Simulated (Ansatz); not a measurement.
Consider Zn vacancy in zinc-blende ZnS, charge state -2. These are PBE, PAW (plane waves to 420 eV; Ansatz, an electronic-structure program) values and carry that method's errors.

Settings: 64 host sites, the relaxed PBE lattice, the Γ point alone, smearing 0.01 eV, spin-restricted, no image-charge correction. Static, classical nuclei. The charge state is imposed; whether it is stable for some Fermi level was not computed. Forms of the defect that were not tried may lie lower.

Barriers: single points on a 2×2×2 k-point mesh shifted by half a step at the bands' geometries.

The only route run: one Zn atom jumps into the vacancy from a nearby Zn site; the atom moves 3.70 Å along (0.00, 0.48, -0.48) of the unit cell; the moving atom starts with neighbours S at 2.28, 3 S at 2.39 Å and ends with S at 2.28, 3 S at 2.39 Å. Its barrier is 1.27 eV. The program found a first-order saddle point. The defect has 12 equivalent sites to jump to, 3.85 Å away. Attempt frequency: take 10 THz as a typical guess.

Q: Estimate the defect's diffusion coefficient at 600 K, how far it wanders in 1 min, and how much an error of 0.1 eV in the barrier would matter.

A: kT = 0.0517 eV, so each jump happens at Γ = ν exp(−E/kT) = 1.0e13 × exp(−24.56) ≈ 2.2e+02 s⁻¹. For uncorrelated jumps in a cubic host D = z λ² Γ / 6 = 12 × (3.85e-8 cm)² × 2.2e+02 / 6 ≈ 6.5e-13 cm²/s. The root-mean-square distance is √(6Dt) ≈ 200 nm. An error of 0.1 eV changes D by a factor exp(0.1/kT) ≈ 6.9, and the distance by its square root. This is the isolated defect's own diffusivity; trapping, its concentration and zero-point motion are left out.
